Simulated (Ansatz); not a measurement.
# Point defect Al_Si in metastable 2H silicon carbide

All values below come from PBE, PAW (plane waves to 420 eV; Ansatz, a first-principles code). Cell: 96 sites, 3×2×2; final energies on a 2×2×2 shifted mesh. Site at the start: the Si site. Finite-size correction: monopole term and site-potential alignment. Dielectric constants: PBE linear response of the host. Host gap at this level: 2.31 eV. Finite-size and sampling errors can reach tenths of an eV here. PBE underestimates the host's gap, which shifts levels and can delocalise carriers. Spin–orbit coupling is left out. Each state is the lowest found from its start.

Formation energies E_f are given with the Fermi level at the valence-band maximum. Chemical conditions: C-rich (Δμ(Si) = -0.40 eV, Δμ(Al) = -0.16 eV, bounded by Al4C3 (R-3m); only phases computed here count, gases as isolated molecules at 0 K). Reference phases: Al: fcc Al, Si: silicon.

| charge | moment (μB) | largest move off a lattice site (Å) | image correction with alignment (eV) | E_f, C-rich (eV) |
|---|---|---|---|---|
| +1* | not spin-polarised | 0.10 | – | – |
| 0* | fractional | 0.10 | – | – |
| −1 | not spin-polarised | 0.09 | 0.20 | 1.48 |

* At this level the carrier isn't localised at the defect: at charge +1 holes occupy the valence band; at charge 0 holes occupy the valence band. Such a state is shallow or no state of the defect, and this cell gives it no level.

Flagged in the runs: a host whose relaxation on this sampling wasn't shown to rest.
